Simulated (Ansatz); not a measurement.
System: O vacancy in ferroelectric LiNbO3 (charge state +2). Calculation: PBE, PAW (plane waves to 420 eV; Ansatz, a first-principles code).

Cell of 120 host sites held at the relaxed PBE lattice; the Γ point alone; Fermi-Dirac width 0.01 eV, spin-restricted; finite-size errors left in. No zero-point or tunnelling terms. The charge state is imposed; whether it is stable for some Fermi level was not computed. Forms of the defect that were not tried may lie lower.

Barriers: single points on a 2×2×2 k-point mesh shifted by half a step along c at the bands' geometries.

Relaxed starting cell (atoms counted from 1):

```yaml
crystal:
  lattice:
    - [10.38111, 0.00000, 0.00000]
    - [-5.19055, 8.99030, 0.00000]
    - [0.00000, 0.00000, 14.01469]
  atoms:
    - { symbol: Li, position: [0.99656, 0.99688, 0.21566] }
    - { symbol: Li, position: [0.99694, 0.50752, 0.23038] }
    - { symbol: Li, position: [0.49910, 0.99474, 0.21614] }
    - { symbol: Li, position: [0.52597, 0.51264, 0.21858] }
    - { symbol: Li, position: [0.33430, 0.16608, 0.04770] }
    - { symbol: Li, position: [0.32722, 0.65869, 0.05238] }
    - { symbol: Li, position: [0.80705, 0.14006, 0.03999] }
    - { symbol: Li, position: [0.82623, 0.68077, 0.04761] }
    - { symbol: Nb, position: [0.20379, 0.32958, 0.18849] }
    - { symbol: Nb, position: [0.16351, 0.82986, 0.16528] }
    - { symbol: Nb, position: [0.66806, 0.32746, 0.16652] }
    - { symbol: Nb, position: [0.66424, 0.83435, 0.16608] }
    - { symbol: Nb, position: [0.34011, 0.14669, 0.34272] }
    - { symbol: Nb, position: [0.33173, 0.66276, 0.33131] }
    - { symbol: Nb, position: [0.83664, 0.16571, 0.33257] }
    - { symbol: Nb, position: [0.83375, 0.66838, 0.33336] }
    - { symbol: O, position: [0.01873, 0.85691, 0.10314] }
    - { symbol: O, position: [0.52805, 0.35964, 0.10333] }
    - { symbol: O, position: [0.51660, 0.85501, 0.10332] }
    - { symbol: O, position: [0.33367, 0.47737, 0.10329] }
    - { symbol: O, position: [0.33545, 0.97755, 0.10349] }
    - { symbol: O, position: [0.85198, 0.46512, 0.10628] }
    - { symbol: O, position: [0.83618, 0.98031, 0.10323] }
    - { symbol: O, position: [0.00845, 0.19611, 0.26418] }
    - { symbol: O, position: [0.00881, 0.69527, 0.27187] }
    - { symbol: O, position: [0.50880, 0.18640, 0.27113] }
    - { symbol: O, position: [0.50440, 0.68878, 0.27045] }
    - { symbol: O, position: [0.14170, 0.16571, 0.10609] }
    - { symbol: O, position: [0.13735, 0.65418, 0.10392] }
    - { symbol: O, position: [0.64079, 0.15624, 0.10366] }
    - { symbol: O, position: [0.64045, 0.66096, 0.10493] }
    - { symbol: O, position: [0.18339, 0.49231, 0.26298] }
    - { symbol: O, position: [0.18970, 0.99792, 0.26865] }
    - { symbol: O, position: [0.69395, 0.49529, 0.26854] }
    - { symbol: O, position: [0.68743, 0.99479, 0.27031] }
    - { symbol: O, position: [0.33518, 0.32145, 0.27173] }
    - { symbol: O, position: [0.30887, 0.81020, 0.26956] }
    - { symbol: O, position: [0.81232, 0.31325, 0.27227] }
    - { symbol: O, position: [0.80922, 0.81325, 0.26960] }
    - { symbol: Li, position: [0.33488, 0.16765, 0.55986] }
    - { symbol: Li, position: [0.33123, 0.66365, 0.55116] }
    - { symbol: Li, position: [0.83907, 0.17012, 0.55310] }
    - { symbol: Li, position: [0.83397, 0.66667, 0.55193] }
    - { symbol: Li, position: [0.16584, 0.33180, 0.41232] }
    - { symbol: Li, position: [0.16131, 0.82090, 0.38682] }
    - { symbol: Li, position: [0.67332, 0.33568, 0.38569] }
    - { symbol: Li, position: [0.66765, 0.83238, 0.38404] }
    - { symbol: Nb, position: [0.00291, 0.00032, 0.49894] }
    - { symbol: Nb, position: [0.99889, 0.49907, 0.50014] }
    - { symbol: Nb, position: [0.51017, 0.99685, 0.50344] }
    - { symbol: Nb, position: [0.50126, 0.49769, 0.49849] }
    - { symbol: Nb, position: [0.16681, 0.33441, 0.66678] }
    - { symbol: Nb, position: [0.16734, 0.83330, 0.66498] }
    - { symbol: Nb, position: [0.66558, 0.33342, 0.66563] }
    - { symbol: Nb, position: [0.66589, 0.83036, 0.66596] }
    - { symbol: O, position: [0.35130, 0.01770, 0.43771] }
    - { symbol: O, position: [0.35261, 0.52117, 0.43563] }
    - { symbol: O, position: [0.85574, 0.02450, 0.43514] }
    - { symbol: O, position: [0.85381, 0.52370, 0.43643] }
    - { symbol: O, position: [0.17369, 0.14763, 0.43463] }
    - { symbol: O, position: [0.17107, 0.64245, 0.43492] }
    - { symbol: O, position: [0.67157, 0.14525, 0.43617] }
    - { symbol: O, position: [0.67172, 0.64629, 0.43540] }
    - { symbol: O, position: [0.33837, 0.35908, 0.60337] }
    - { symbol: O, position: [0.33795, 0.85655, 0.60339] }
    - { symbol: O, position: [0.83770, 0.35788, 0.60390] }
    - { symbol: O, position: [0.83653, 0.85825, 0.60262] }
    - { symbol: O, position: [0.47884, 0.32632, 0.43784] }
    - { symbol: O, position: [0.47579, 0.82749, 0.43598] }
    - { symbol: O, position: [0.97512, 0.32601, 0.43817] }
    - { symbol: O, position: [0.97710, 0.82810, 0.43727] }
    - { symbol: O, position: [0.02166, 0.16315, 0.60220] }
    - { symbol: O, position: [0.01988, 0.66229, 0.60226] }
    - { symbol: O, position: [0.51921, 0.16271, 0.60311] }
    - { symbol: O, position: [0.51951, 0.66417, 0.60131] }
    - { symbol: O, position: [0.14288, 0.48055, 0.60289] }
    - { symbol: O, position: [0.14345, 0.98130, 0.60235] }
    - { symbol: O, position: [0.64241, 0.48208, 0.60342] }
    - { symbol: O, position: [0.64333, 0.98342, 0.60341] }
    - { symbol: Li, position: [0.16648, 0.33619, 0.88798] }
    - { symbol: Li, position: [0.16977, 0.84217, 0.87985] }
    - { symbol: Li, position: [0.66475, 0.33425, 0.88511] }
    - { symbol: Li, position: [0.66381, 0.83658, 0.88554] }
    - { symbol: Li, position: [0.00018, 0.00297, 0.71737] }
    - { symbol: Li, position: [0.99858, 0.50116, 0.71741] }
    - { symbol: Li, position: [0.49851, 0.00160, 0.72211] }
    - { symbol: Li, position: [0.49608, 0.49800, 0.71753] }
    - { symbol: Nb, position: [0.33240, 0.16878, 0.83201] }
    - { symbol: Nb, position: [0.33139, 0.66741, 0.83229] }
    - { symbol: Nb, position: [0.83306, 0.16892, 0.83185] }
    - { symbol: Nb, position: [0.83014, 0.67074, 0.82900] }
    - { symbol: Nb, position: [0.99985, 0.00406, 0.99921] }
    - { symbol: Nb, position: [0.99736, 0.51570, 0.99319] }
    - { symbol: Nb, position: [0.49350, 0.99700, 0.99820] }
    - { symbol: Nb, position: [0.50014, 0.50213, 0.99897] }
    - { symbol: O, position: [0.18410, 0.19124, 0.77045] }
    - { symbol: O, position: [0.18271, 0.69028, 0.77030] }
    - { symbol: O, position: [0.68533, 0.19451, 0.77163] }
    - { symbol: O, position: [0.67956, 0.69153, 0.76861] }
    - { symbol: O, position: [0.00302, 0.31539, 0.76942] }
    - { symbol: O, position: [0.00062, 0.81636, 0.76701] }
    - { symbol: O, position: [0.50330, 0.31513, 0.76957] }
    - { symbol: O, position: [0.50049, 0.81377, 0.76936] }
    - { symbol: O, position: [0.17064, 0.02741, 0.93764] }
    - { symbol: O, position: [0.16695, 0.52062, 0.94175] }
    - { symbol: O, position: [0.66707, 0.02321, 0.93640] }
    - { symbol: O, position: [0.67434, 0.52933, 0.93793] }
    - { symbol: O, position: [0.30699, 0.49495, 0.77136] }
    - { symbol: O, position: [0.30678, 0.99557, 0.77054] }
    - { symbol: O, position: [0.80862, 0.49936, 0.76996] }
    - { symbol: O, position: [0.80773, 0.99756, 0.76999] }
    - { symbol: O, position: [0.35409, 0.32956, 0.93763] }
    - { symbol: O, position: [0.34718, 0.82645, 0.93614] }
    - { symbol: O, position: [0.85512, 0.33178, 0.94038] }
    - { symbol: O, position: [0.85247, 0.83293, 0.93631] }
    - { symbol: O, position: [0.47340, 0.14678, 0.93714] }
    - { symbol: O, position: [0.47409, 0.64735, 0.93685] }
    - { symbol: O, position: [0.97371, 0.15169, 0.93955] }
    - { symbol: O, position: [0.97986, 0.66072, 0.93179] }
```
Cell charge +2.

End state 1 differs by these moves (Å; atoms that move under 0.15 Å are left out):

| atom | element | Δx | Δy | Δz |
|---|---|---|---|---|
| 1 | Li | 0.14 | -0.21 | -0.12 |
| 2 | Li | 0.08 | -0.14 | -0.16 |
| 6 | Li | 0.02 | 0.15 | -0.08 |
| 7 | Li | 0.14 | 0.27 | 0.21 |
| 8 | Li | 0.18 | -0.10 | 0.07 |
| 9 | Nb | -0.31 | 0.18 | -0.40 |
| 13 | Nb | -0.23 | 0.13 | -0.13 |
| 15 | Nb | -0.46 | -0.02 | 0.32 |
| 20 | O | 0.05 | 0.15 | -0.06 |
| 22 | O | -0.22 | 0.14 | -0.04 |
| 24 | O | -0.71 | 1.42 | -2.18 |
| 26 | O | -0.15 | 0.06 | -0.01 |
| 36 | O | -0.47 | -0.20 | 0.02 |
| 42 | Li | -0.05 | -0.04 | 0.37 |
| 44 | Li | 0.06 | 0.08 | -0.21 |
| 46 | Li | -0.27 | 0.10 | 0.00 |
| 50 | Nb | -0.31 | -0.15 | 0.09 |
| 53 | Nb | -0.14 | -0.03 | 0.07 |
| 62 | O | -0.25 | 0.09 | 0.03 |
| 93 | Nb | 0.12 | -0.13 | 0.08 |

What is the computed forward and backward barriers to end state 1 (PBE, PAW)?

forward 0.74 eV, backward 0.74 eV; at the saddle point atom 24 has neighbours Li at 1.99, Li at 2.38; Nb at 1.87 Å. The check of the saddle point's order was inconclusive.

End state 2 differs by these moves (Å; atoms that move under 0.15 Å are left out):

| atom | element | Δx | Δy | Δz |
|---|---|---|---|---|
| 1 | Li | 0.00 | -0.06 | 0.21 |
| 2 | Li | -0.13 | 0.06 | -0.17 |
| 4 | Li | -0.17 | -0.11 | -0.04 |
| 5 | Li | 0.26 | 0.01 | -0.11 |
| 7 | Li | 0.21 | 0.26 | 0.17 |
| 8 | Li | 0.11 | -0.31 | 0.00 |
| 9 | Nb | -0.58 | 0.41 | 0.00 |
| 13 | Nb | -0.18 | 0.22 | -0.14 |
| 14 | Nb | 0.07 | 0.28 | 0.16 |
| 17 | O | 0.01 | 0.27 | 0.04 |
| 22 | O | -0.21 | 0.13 | -0.02 |
| 28 | O | -2.22 | 1.72 | -0.04 |
| 32 | O | -0.16 | 0.20 | 0.12 |
| 36 | O | -0.28 | -0.08 | -0.11 |
| 45 | Li | -0.05 | 0.16 | -0.02 |
| 50 | Nb | -0.16 | 0.15 | 0.00 |
| 92 | Nb | -0.04 | -0.20 | -0.08 |
| 93 | Nb | 0.10 | -0.15 | 0.08 |
| 119 | O | -0.01 | -0.14 | 0.09 |

Predict the forward and backward barriers to end state 2 from PBE, PAW.

forward 0.74 eV, backward 0.74 eV; at the saddle point atom 28 has neighbours Li at 2.19; Nb at 1.80 Å. The check of the saddle point's order was inconclusive.

End state 3 differs by these moves (Å; atoms that move under 0.08 Å are left out):

```
atom  element     Δx     Δy     Δz
----  -------  -----  -----  -----
2          Li   0.16  -0.04   0.00
3          Li  -0.03  -0.18   0.03
4          Li  -0.23  -0.08  -0.04
6          Li   0.20   0.14  -0.07
7          Li   0.08   0.30   0.17
8          Li   0.00   0.11  -0.11
9          Nb  -0.43   0.06  -0.33
11         Nb  -0.28  -0.28   0.31
13         Nb  -0.42   0.12   0.00
15         Nb  -0.08   0.02  -0.02
22          O   2.24  -0.92  -0.03
24          O  -0.06  -0.04   0.08
25          O  -0.05  -0.07   0.01
26          O  -0.13  -0.19   0.01
29          O  -0.23  -0.05   0.03
30          O  -0.03   0.09  -0.01
32          O   0.03  -0.01   0.12
33          O  -0.10  -0.06   0.03
34          O  -0.05  -0.03  -0.06
36          O  -0.23  -0.10  -0.04
38          O  -0.06   0.03  -0.13
44         Li  -0.11   0.06  -0.36
46         Li  -0.08  -0.01   0.37
48         Nb  -0.12  -0.09   0.06
50         Nb  -0.16   0.02  -0.07
60          O  -0.09   0.01   0.04
70          O  -0.06   0.03  -0.05
80         Li   0.09  -0.05  -0.11
81         Li   0.03  -0.06   0.07
83         Li   0.09   0.00   0.00
89         Nb   0.08   0.02  -0.05
91         Nb   0.07  -0.03   0.04
93         Nb   0.28  -0.12   0.00
99          O   0.10   0.01   0.02
101         O   0.09  -0.01   0.06
103         O   0.08   0.06  -0.01
105         O   0.14   0.00  -0.14
108         O   0.06   0.04  -0.06
113         O   0.08  -0.01   0.02
119         O   0.04  -0.14   0.12
```

Estimate the forward and backward barriers to end state 3 that PBE, PAW returns for this input.

forward 0.71 eV, backward 0.71 eV; at the saddle point atom 22 has neighbours Li at 1.93, Li at 2.06; Nb at 1.86 Å. The program found a first-order saddle point.

End state 4 differs by these moves (Å; atoms that move under 0.08 Å are left out):

```
atom  element     Δx     Δy     Δz
----  -------  -----  -----  -----
1          Li   0.05  -0.16  -0.02
2          Li  -0.21  -0.06  -0.33
4          Li  -0.29  -0.09   0.01
7          Li   0.12   0.22   0.17
8          Li   0.14  -0.18   0.06
9          Nb  -0.35  -0.13  -0.40
11         Nb  -0.10   0.02  -0.02
13         Nb  -0.22   0.18  -0.15
14         Nb   0.16   0.40   0.33
15         Nb  -0.07   0.08   0.01
18          O  -0.13  -0.05  -0.01
22          O  -0.26   0.11  -0.04
24          O  -0.03   0.22   0.12
26          O  -0.10   0.05  -0.01
28          O   0.11  -0.12  -0.11
32          O  -0.98  -1.22  -2.19
34          O  -0.12   0.00   0.02
36          O  -0.31  -0.04  -0.02
38          O  -0.08   0.04  -0.03
40         Li  -0.11   0.06  -0.09
41         Li  -0.02   0.04   0.39
44         Li   0.01  -0.08  -0.21
45         Li  -0.05   0.11  -0.06
46         Li  -0.10   0.02  -0.04
47         Li   0.18   0.13   0.02
50         Nb  -0.20   0.27   0.08
54         Nb   0.04   0.12   0.06
57          O  -0.05   0.03  -0.08
62          O  -0.02   0.10   0.02
68          O  -0.07   0.05  -0.02
69          O   0.16   0.18   0.03
81         Li   0.02  -0.10   0.06
92         Nb   0.02  -0.10  -0.05
93         Nb   0.11  -0.16   0.07
104         O   0.01  -0.09  -0.06
105         O   0.02   0.01  -0.08
107         O  -0.04  -0.08  -0.03
115         O  -0.01  -0.10  -0.01
118         O   0.05  -0.08  -0.04
119         O   0.02  -0.15   0.07
```

Estimate the forward and backward barriers to end state 4 that PBE, PAW returns for this input.

forward 0.80 eV, backward 0.80 eV; at the saddle point atom 32 has neighbours Li at 1.83; Nb at 1.79 Å. The program found a first-order saddle point.
